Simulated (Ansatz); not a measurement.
Effect of pressure 0.3 GPa on Rb

Consider Rb in the bcc (W type) structure (space group Im-3m, No. 229; a = 5.748 Å).

The change: a hydrostatic pressure of 0.3 GPa.

All numbers come from r2SCAN/PAW in Ansatz (a first-principles code), no spin-orbit coupling. Γ-centred 12×12×12 mesh, Fermi–Dirac width 0.05 eV.

| quantity | base | changed | shift |
|---|---|---|---|
| volume per atom | 94.98 Å³ | 86.36 Å³ | -8.62 Å³ |
| density | 1.49 g/cm³ | 1.64 g/cm³ | +0.15 g/cm³ |
| enthalpy H = E + PV relative to the base's energy | – | +0.17 eV/atom | – |
| band gap | zero | zero | – |

Final structure:

```
Rb
1.0
   -2.78452     2.78452     2.78452
    2.78452    -2.78452     2.78452
    2.78452     2.78452    -2.78452
Rb
1
Direct
  0.00000   0.00000   0.00000
```

Load acts through the strain it causes; cell and atoms are relaxed under it. No phonon test of stability was made.
